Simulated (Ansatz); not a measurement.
The parent structure is TiTe2 in the CdI2 type structure (space group P-3m1, No. 164; a = 3.7840 Å, c = 6.6016 Å; layered, stacked along the Cartesian z axis).

Method: Kohn–Sham DFT with the r2SCAN+rVV10 functional, run in Ansatz (a first-principles code) with PAW and 500 eV plane waves, no spin-orbit coupling.

Before the change:

- Shortest interatomic distance: 2.765 Å

Perturbation: a free-standing slab of 4 layers (12 atoms, 3 a layer) is cut normal to the stacking axis, with 15 Å of vacuum and the in-plane cell relaxed.

### Question
How does this affect the excess energy per area of both faces and shortest interatomic distance?

### Answer
The excess energy per area of both faces (slab less bulk energy over the cell's area: twice a surface energy) amounts to 0.4 J/m² (uncertain by up to 0.2 J/m²); the shortest interatomic distance decreases by 0.0047 Å (2.765 Å → 2.761 Å).

The excess energy carries the mismatch between the slab's and the bulk's meshes. Whether these cells are dynamically stable was not tested. All final runs are without spin polarisation.
